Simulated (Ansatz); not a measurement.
For AlB2-type HfB₂, r²SCAN (Ansatz, a first-principles code, PAW) gives:

| Quantity | Value |
|---|---|
| lattice constant a | 3.136 Å |
| c axis length | 3.479 Å |

Question: What does Hartree–Fock in Ansatz (PAW) give for the same quantities?

Answer: 
- lattice constant a: 3.175 Å (rises by 1.2 %)
- lattice parameter c: 3.577 Å (increases by 2.8 %)

For comparison: lattice constant a 3.14 Å (measured, temperature not stated, copied from a table, unchecked, not corrected to a static lattice; as tabulated in Journal of Nuclear Materials 21, 14 (1967)); lattice parameter c 3.48 Å (measured, temperature not stated, copied from a table, unchecked, not corrected to a static lattice; as tabulated in Journal of Nuclear Materials 21, 14 (1967)).

Changes are worked out from the printed values.

Unless a cell is named, each level is at its own relaxed cell (r²SCAN 9.88, Hartree–Fock 10.41 Å³/atom).

Levels without +SOC leave out spin–orbit coupling, which shifts energies and cells of such heavy elements.

Ansatz's density-functional and Hartree–Fock values are scalar-relativistic unless marked +SOC, with PAW data made under PBE.
